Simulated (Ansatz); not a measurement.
Checking a run of Ansatz (an electronic-structure program) on Hf3Fe2Si3 (Cmcm, 16 atoms in the cell). The aim is a self-consistent single point with DFT, PBEsol, plane waves, default PAW files made with PBE.

Cell that was meant: a = 5.2290 Å, b = 5.2290 Å, c = 12.6434 Å, α = 90.00°, β = 90.00°, γ = 137.51°.

Part of the input:

Ansatz 0.2 input:
```yaml
    - { symbol: Si, position_ang: [1.894928, -1.088262, 0.536586] }
    - { symbol: Si, position_ang: [1.894928, 1.594234, 3.160852] }
    - { symbol: Si, position_ang: [1.894928, -1.594234, 9.482555] }
basis:
  ecutwfc: 170.0 eV
kpoints:
  mp_grid: { grid: [8, 8, 2] }
hamiltonian:
```

The program printed (abridged):

```
   [... lines left out ...]
PAW frozen core: Si, regenerated for the run's functional, and the local potential with it
Initial density: superposition of atomic densities (neutral atoms: chi_scale 0, normalization atom), corrected by the library's trained network
Initial wavefunctions: pseudopotential atomic-orbital guess
Eigensolver: davidson
Functional: x = pbesol(κ = 0.804, μ = 0.12345679012345678), c = pbesol(β = 0.046)
SCF iter   1: F=—  HF=-114925.028758 eV  |F-HF|=—  |Δ(HF+E_count)|=         —  Δρ=4.54e-1  dr2=4.49e2  ethr=1.77e-3  ⟨swp⟩=5.3  Hψ=19214  notcnv=0  defer=176
all-band conjugate gradients solve this SCF's bands
preconditioner: auto → Kerker (q_TF=auto, 2.748 Å⁻¹)
SCF iter   2: F=—  HF=-114865.282110 eV  |F-HF|=—  |Δ(HF+E_count)|=    5.97e1  S|Δr|=    0.00e0  Δρ=2.44e-1  dr2=1.43e2  ethr=1.77e-3  ⟨swp⟩=3.0  Hψ=13343  notcnv=0  defer=699
   [... lines left out ...]
SCF iter  10: F=—  HF=-114849.556902 eV  |F-HF|=—  |Δ(HF+E_count)|=   4.38e-3  S|Δr|=    0.00e0  Δρ=2.84e-5  dr2=2.52e-6  ethr=1.06e-8  ⟨swp⟩=2.0  Hψ=9636  notcnv=0  defer=696
SCF iter  11: F=—  HF=-114849.556902 eV  |F-HF|=—  |Δ(HF+E_count)|=   5.68e-7  S|Δr|=    0.00e0  Δρ=1.16e-5  dr2=4.03e-7  ethr=1.03e-9  ⟨swp⟩=2.0  Hψ=7143  notcnv=0  defer=696
SCF iter  12: F=-114849.556902 eV  HF=-114849.556902 eV  |F-HF|=8.00e-9  |Δ(HF+E_count)|=   5.91e-8  S|Δr|=    0.00e0  Δρ=3.06e-6  dr2=1.22e-8  ethr=4.10e-11  ⟨swp⟩=9.1  Hψ=22003  notcnv=0
SCF 1 converged in 12 iterations: F = -114849.556902 eV  dr2 = 1.22e-8
Stability not checked (fill_not_monotonic)
Free energy (F): -114849.556902 eV
Internal energy: -114849.555517 eV  (E = F + TS)
E sigma→0 (E₀):  -114849.556440 eV
Entropy (-TS):   -0.001385 eV (-0.087 meV/atom)
Fermi energy:    18.508308 eV
--- Forces (eV/Å), atoms counted from 1 ---
  atom   1  Hf     0.00000000     0.73948333     0.67234453
  atom   2  Hf     0.00000000    -0.73948333    -0.67234453
  atom   3  Hf     0.00000000    -0.73948333     0.67234453
   [... lines left out ...]
  atom  16  Si     0.00000000     0.78708400     0.00000000
--- Stress (GPa, compression-positive) ---
       -2.992269       0.000000       0.000000
        0.000000       9.010395       0.000000
        0.000000       0.000000       0.051798
  P = ⅓ Tr σ = 2.0233 GPa (20.233 kbar)
  The stress holds the Pulay correction. Without it, at fixed plane waves, as pw.x and ABINIT print it: P = -715.4168 GPa
```

Task: Is this run sound? If not, what is wrong?

Result: The run is not sound. The fault is a basis or grid far too coarse for these potentials. The error of an incomplete plane-wave basis or grid does not cancel at such settings. To fix it, restore the cutoff that the potentials need and check convergence. The run converged in 12 iterations without an error; against the sound input the free energy goes up by 17.3 eV/atom, the pressure goes from 3.56 to 2.02 GPa and the largest force goes from 0.134 to 1.899 eV/Å. At a fixed set of plane waves, without the program's Pulay estimate, the pressure is -715.42 GPa against 3.50 GPa.

The sound input it was made from differs as follows (other fixes are possible):
```diff
-basis:
-  ecutwfc: 170.0 eV
```

With that input, the run converged in 10 iterations: free energy E − TS (on the zero of these files) -115125.9354 eV; Fermi level (on the code's own zero) 18.68 eV; pressure 3.56 GPa; largest force (vector length) 0.134 eV/Å (DFT, PBEsol, plane waves, default PAW files made with PBE).

On the sound input: the starting cell comes from a database of computed structures (which also holds hypothetical and non-ambient phases and stackings), without a prior relaxation at this level. Its lattice was rescaled by a random factor within 2.5 % of one. Spin polarisation is off. With a pressure of about 4 GPa the cell is away from its equilibrium volume at this level. Ansatz's pressure includes its estimate of the finite-basis (Pulay) stress.
